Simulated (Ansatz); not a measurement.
Take PbTe in the rock salt structure (space group Fm-3m, No. 225) as the base.

```
PbTe
1.0
    0.00000     3.26763     3.26763
    3.26763     0.00000     3.26763
    3.26763     3.26763     0.00000
Te Pb
1 1
Direct
  0.00000   0.00000   0.00000
  0.50000   0.50000   0.50000
```

Computed with Kohn–Sham DFT with the r2SCAN functional, run in Ansatz (an electronic-structure program) with PAW and 500 eV plane waves, no SOC, earlier PAW set.

For the base:

Electron mass: 0.34 mₑ along k, 0.12 mₑ across (at L)
Density: 7.97 g/cm³

One thing is altered: full substitution Te → Se, then cell and atoms are relaxed.

Q: What happens to the electron mass?

A: The electron mass goes from 0.34 mₑ along k, 0.12 mₑ across (at L) to 0.19 mₑ along k, 0.14 mₑ across (at L).

Q: How does this affect the density?

A: The density grows by 0.09 g/cm³ to 8.06 g/cm³.

With Pb and Te present, leaving out spin-orbit coupling can change the band edges. The levels and masses belong to the bands next to the band gap. Masses are band curvatures over ±0.01 Å⁻¹ around the edge. Along k means along the line from Γ to the band edge. No phonon test of stability was made.
